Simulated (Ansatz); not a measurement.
Consider BN in the wurtzite structure (space group P6_3mc, No. 186; a = 2.5545 Å, c = 4.2246 Å).

The values are results of plane-wave PAW DFT at the PBE level (Ansatz, an electronic-structure program, 420 eV), no spin-orbit coupling, not measurements.

Strains are applied to the cell and any free atomic positions relax.

One change was made to it. Results:

| quantity | base | after |
|---|---|---|
| valence-band top at Γ (three highest levels, from the VBM) | 0.00, 0.00, -0.26 eV | 0.00, 0.00, -0.23 eV |
| electron mass | 0.31 mₑ along c, 0.51 mₑ across (at K) | 0.31 mₑ along c, 0.53 mₑ across (at K) |
| pressure (mean of the normal stresses, compression positive) | 0.0 kbar | -124.3 kbar |
| smallest direct gap | 8.23 eV | 8.06 eV |
| energy relative to the base (free energy F) | 0 meV/atom | +8.7 meV/atom |

### Question
Which of these changes matches the shifts?
(A) isotropic strain +0.60 %
(B) isotropic strain +1.80 %
(C) isotropic strain +3.00 %
(D) isotropic strain +1.20 %

### Answer
D, isotropic strain +1.20 %. For comparison, the valence-band top at Γ in the other runs: isotropic strain +3.00 % gives 0.00, 0.00, -0.18 eV; isotropic strain +0.60 % gives 0.00, 0.00, -0.24 eV; isotropic strain +1.80 % gives 0.00, 0.00, -0.21 eV.

Effective masses come from finite differences of ±0.01 Å⁻¹. Whether these cells are dynamically stable was not tested.
